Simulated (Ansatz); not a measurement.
Cubic perovskite BaHfO3 was calculated with Hartree–Fock (plane waves, PAW; Ansatz, a first-principles code).

Run with plane-wave cutoff 460 eV, 6×6×6 k mesh, Fermi–Dirac smearing 0.01 eV, scalar-relativistic PAW data made under PBE.

The cell has the measured lattice: a = b = c = 4.1710 Å, α = β = γ = 90.00°.

Task: Give the computed band gap and smallest direct gap on the k points sampled.

Result: 
band gap: 13.73 eV (on the SCF k mesh)
smallest direct gap on the k points sampled: 13.97 eV

Note: cell and atoms aren't relaxed at this level (pressure 6.2 GPa).

Spin–orbit coupling is not included.
